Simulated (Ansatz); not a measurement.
# Electron-phonon data for Ag under load (space group I4/mmm)

Data:

```
Ag
1.0
    0.00000     1.97673     2.09907
    1.97673     0.00000     2.09907
    1.97673     1.97673     0.00000
Ag
1
Cartesian
  0.00000   0.00000   0.00000
```

Level of theory: PBEsol, DFPT electron-phonon coupling, linearised Boltzmann equation (plane waves, PAW, scalar-relativistic; Ansatz, a quantum-chemistry and plane-wave program). Condition of this run: biaxial stress xx = yy = 3 GPa (compression positive) (the target of the relaxation). How the cell was made: relaxed with this functional, without spin-orbit coupling, then loaded as said.

```
Item                                                                                                                         Result
--------------------------------------------------------------------------------------------------  -------------------------------
resistivity at 300 K                                                                                                     1.57 μΩ·cm
resistivity at 77 K                                                                                                      0.27 μΩ·cm
electron mean free path at 300 K (weighted by the current that each state carries)                                            54 nm
resistivity times mean free path for one path shared by all states (from the Fermi surface's area)                  8.3 ×10⁻¹⁶ Ω·m²
electron-phonon coupling λ                                                                                                    0.120
transport coupling λ_tr                                                                             0.115 (x), 0.115 (y), 0.118 (z)
logarithmic mean phonon energy                                                                                             12.8 meV
density of states at the Fermi level                                                                    0.130 states/(eV·spin·cell)
Drude plasma energy                                                                                                          9.3 eV
Hall coefficient at 300 K                                                                                          -7.3 ×10⁻¹¹ m³/C
```

A metal at this level (no band gap). Only scattering by harmonic phonons is included (no impurities, grain boundaries, electron-electron scattering or thermal expansion). Spin-orbit coupling is left out. Halving the electron mesh (36x36x36) moves the resistivity by up to 2 % at 300 K, the mean free path by up to 1 %, the coupling by up to 3 %. Smearing 0.20 eV; phonons on a 6x6x6 q mesh, which this run doesn't test and which matters most at low temperature.
